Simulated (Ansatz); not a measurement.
Start from Al2O3 in the corundum structure (space group R-3c, No. 167; a = 4.7738 Å, c = 13.0147 Å (hexagonal axes)). Axes: x lies along a and z along c of the hexagonal cell.

The values are results of PBEsol, PAW, 420 eV (Ansatz, a program for electronic structure; without spin-orbit coupling), not measurements.

The change: uniaxial strain ε_xx = −3.00 %, all other strain components held at zero; the atoms relax in the strained cell.

Predict the stress tensor and what it implies for the stiffness.

Stress of the strained cell less that of the base (GPa, compression positive):
```
  14.90    0.00    0.00
   0.00    5.25    0.59
   0.00    0.59    3.95
```

Then −Δσ_ii/ε with ε = -0.0300 gives secant stiffness values (nonlinear terms included at this strain): C11 ≈ 497 GPa, C12 ≈ 175 GPa and C13 ≈ 132 GPa.

As a check, the harmonic strain energy −½ V₀ Δσ:ε is 12 meV/atom; the computed energy rise is 12 meV/atom.

Stability against distortions was not tested.
